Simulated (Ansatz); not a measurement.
Take ZrO₂ (space group P4_2/nmc, No. 137; a = 3.584 Å, c = 5.177 Å) as the base. Axes: x, y, z lie along a, b, c of the conventional cell.

Modification: biaxial strain −2.33 %, plane normal [001], relaxed out of plane (Cartesian); in-plane vectors clamped, the third vector and the atoms free.

Levels (all Ansatz, a first-principles code, PAW): PBEsol (420 eV, no spin-orbit coupling); r2SCAN (500 eV, scalar-relativistic without spin-orbit coupling); HSE06 (420 eV, spin-orbit coupling left out).

At the geometry relaxed with PBEsol, these levels gave the following band gaps, in shuffled order: (a) 5.87 eV, (b) 4.14 eV, (c) 4.76 eV.

**Question.** Match each gap to its level.

**Answer.** (a) HSE06; (b) PBEsol; (c) r2SCAN.

Single points use the geometry relaxed with PBEsol. HSE06 was sampled on its mesh, a few special points and the semilocal edge points, so its gap is an upper bound. Whether these cells are dynamically stable was not tested. This is not the structure that ZrO2 has at room temperature and ambient pressure.
